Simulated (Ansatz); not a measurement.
Effect of pressure 3 GPa on LiNbO3

Base system: LiNbO$_{3}$ (space group R3c, No. 161; a = 5.067 Å, c = 13.687 Å (hexagonal axes)).

Modification: a hydrostatic pressure of 3 GPa.

The values are results of plane-wave PAW DFT at the LDA level (Ansatz, a program for electronic structure, 420 eV), scalar-relativistic without spin-orbit coupling, not measurements. k-mesh 8×8×8 (Γ-centred); smearing 0.05 eV (Fermi–Dirac).

The volume per atom decreases by 0.225 Å³ to 9.92 Å³ and the density increases by 0.11 g/cm³ (4.84 g/cm³ → 4.95 g/cm³). The c/a ratio rises by 0.006 to 2.707 and the enthalpy H = E + PV relative to the base's energy comes out as +0.19 eV/atom. The band gap grows by 0.04 eV (3.50 eV → 3.54 eV) (an upper bound: an edge found on the path is not a true extremum; both cells).

Load acts through the strain it causes; cell and atoms are relaxed under it. Stability against distortions was not tested.
